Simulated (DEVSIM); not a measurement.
System: Mo/Al2O3/p-Si capacitor, at 400 K.

Layer 1 from the left is Al2O3, thickness (nm) 4.90. Layer 2 from the left is Si, thickness (nm) 10000, Na (cm⁻³) 1.5e15.

Metal gate on the left, work function 4.6 eV. Fixed charge at the semiconductor interface -9.6e11 cm⁻² (in units of +e); no interface traps.

Constants are typed, rounded textbook-type inputs, not results; the design itself was drawn at random and stands for no fabricated device. Values at 300 K; Nc and Nv go as T^1.5, mobilities as T to minus their exponent, the gap by Varshni's rule with the affinity fixed.

Al2O3: gap (eV) 6.8, affinity (eV) 1.35, permittivity 9. Si: gap (eV) 1.124, affinity (eV) 4.05, permittivity 11.7, Nc (cm⁻³) 2.86e19, Nv (cm⁻³) 3.1e19, Varshni α (eV/K) 0.000473, Varshni β (K) 636.

Question: Estimate by hand the flat-band voltage, the threshold voltage, and compare with a numerical solution.

Answer: 
- Flat-band voltage: C = 1.63 μF/cm², work-function difference -0.189 V; VFB = φms − qNf/C = -0.09 V; numerical -0.09 V.
- Threshold voltage: φF = 0.192 V, depletion charge √(4εqNφF) = 1.38e-8 C/cm²; VT = VFB + 2φF + Qd/C = 0.30 V; numerical 0.30 V.

DEVSIM, 1D Poisson equation in equilibrium, Boltzmann statistics, complete ionisation; no quantum confinement or tunnelling. Metal contacts follow the ideal Schottky-Mott rule: no Fermi-level pinning, no interface dipoles.
